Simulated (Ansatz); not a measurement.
Consider ZrSe₂ in the fluorite structure (space group Fm-3m, No. 225; a hypothetical phase, not in the database extracts checked; relaxed with 0.1 eV smearing).

```
ZrSe2
1.0
    0.00000     3.29782     3.29782
    3.29782     0.00000     3.29782
    3.29782     3.29782     0.00000
Zr Se
1 2
Direct
  0.00000   0.00000   0.00000
  0.25000   0.25000   0.25000
  0.75000   0.75000   0.75000
```

Cartesian axes are those of the cell as printed.

Method: plane-wave PAW DFT at the PBE level (Ansatz, an electronic-structure program, 420 eV), scalar-relativistic without spin-orbit coupling.

Now apply this change: uniaxial strain ε_yy = +1.51 %, all other strain components held at zero; the atoms relax in the strained cell.

Problem. Predict the stress tensor and what it implies for the stiffness.

Solution. Stress of the strained cell less that of the base (GPa, compression positive):
```
   -0.7     0.0     0.0
    0.0    -2.3     0.0
    0.0     0.0    -0.7
```

Then −Δσ_ii/ε with ε = 0.0151 gives secant stiffness values (nonlinear terms included at this strain): C22 ≈ 151 GPa, C12 ≈ 46 GPa and C23 ≈ 46 GPa.

Whether these cells are dynamically stable was not tested. The final runs are not spin-polarised.
